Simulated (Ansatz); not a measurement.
BeCl₂ (Ibam, No. 72) was calculated with PBE0 (PAW; Ansatz, an electronic-structure program).

Settings: plane-wave cutoff 460 eV, 6×6×6 k mesh, Fermi–Dirac smearing 0.01 eV, scalar-relativistic PAW data made under PBE.

Cell (relaxed with PBEsol):

```xyz
6
Lattice="-2.8343 5.2688 2.5985 2.8343 -5.2688 2.5985 2.8343 5.2688 -2.5985" Properties=species:S:1:pos:R:3 pbc="T T T"
Be     0.0000     0.0000     1.2993
Be     0.0000     0.0000     3.8978
Cl     1.7395     6.3654     0.0000
Cl     1.0948    -1.0966     2.5985
Cl     1.7395     4.1722     2.5985
Cl     1.0948     1.0966     0.0000
```

Question: Give the computed band gap and smallest direct gap on the k points sampled.

Answer: 
band gap: 8.53 eV (indirect)
smallest direct gap on the k points sampled: 8.71 eV

Note: the cell is over a tenth larger than the published one (another phase or state, or a fault of the published cell, is possible); cell and atoms aren't relaxed at this level; the cell has widely spaced layers and the level no dispersion term, so their spacing and the moduli can rest on weak binding.
